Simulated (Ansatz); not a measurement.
## LaTaO4: pressure series

Base system: LaTaO₄ (space group Cmc2_1, No. 36; a = 3.9409 Å, b = 14.6625 Å, c = 5.6026 Å).

Cell and atoms are relaxed at each pressure.

Level of theory: plane-wave PAW DFT at the PBEsol level (Ansatz, an electronic-structure program, 420 eV), scalar-relativistic without spin-orbit coupling.

| pressure (GPa) | volume per atom (Å³/atom) |
|---|---|
| -2 | 13.734 |
| -1 | 13.607 |
| 0 | 13.489 |
| 0.3 | 13.460 |
| 0.7 | 13.411 |
| 3 | 13.174 |
| 5 | ? |
| 7.5 | 12.769 |
| 10 | 12.565 |

Problem. Fit the third-order Birch–Murnaghan form P(V) = (3B₀/2)[(V₀/V)^(7/3) − (V₀/V)^(5/3)]·[1 + (3/4)(B₀′ − 4)((V₀/V)^(2/3) − 1)] (squares taken in P) to the rows shown and predict the withheld row.

Solution. Least squares on the printed values gives V₀ = 13.492 Å³/atom, B₀ = 119 GPa, B₀′ = 4.8; this predicts 12.984 Å³/atom, and the run gives 12.986 Å³/atom, 0.002 higher.

Load acts through the strain it causes; cell and atoms are relaxed under it. Stability against distortions was not tested. Competing high-pressure phases were not computed.
